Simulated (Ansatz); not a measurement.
Phonon-limited resistivity of TaN (P-62m) against temperature in μΩ·cm, PBEsol, DFPT electron-phonon coupling, linearised Boltzmann equation in Ansatz (an electronic-structure program), harmonic crystal at a fixed cell. x, y and z are the axes of this cell:
```
TaN
1.0
    5.18025     0.00000     0.00000
   -2.59012     4.48623     0.00000
    0.00000     0.00000     2.89466
Ta N
3 3
Direct
  0.00000   0.00000   0.00000
  0.33333   0.66667   0.50000
  0.66667   0.33333   0.50000
  0.39331   0.00000   0.00000
  0.60669   0.60669   0.00000
  0.00000   0.39331   0.00000
```

| T | ρ (x, y) | ρ (z) |
|---|---|---|
| 50 K | 0.23 | 0.20 |
| 77 K | 0.98 | 0.88 |
| 100 K | 1.85 | 1.75 |
| 150 K | ___ | 3.9 |
| 200 K | ___ | 6.3 |
| 250 K | ___ | 8.8 |
| 273 K | 9.6 | 9.9 |
| 300 K | 10.9 | 11.3 |

What belongs in the gaps?


- 150 K, ρ (x, y): 3.9
- 200 K, ρ (x, y): 6.2
- 250 K, ρ (x, y): 8.5

A metal at this level (no band gap). Only scattering by harmonic phonons is included (no impurities, grain boundaries, electron-electron scattering or thermal expansion). Spin-orbit coupling is left out, which matters with elements this heavy. Halving the electron mesh (20x20x28) moves the resistivity by up to 11 %. Smearing 0.20 eV; phonons on a 3x3x5 q mesh, which this run doesn't test and which matters most at low temperature.
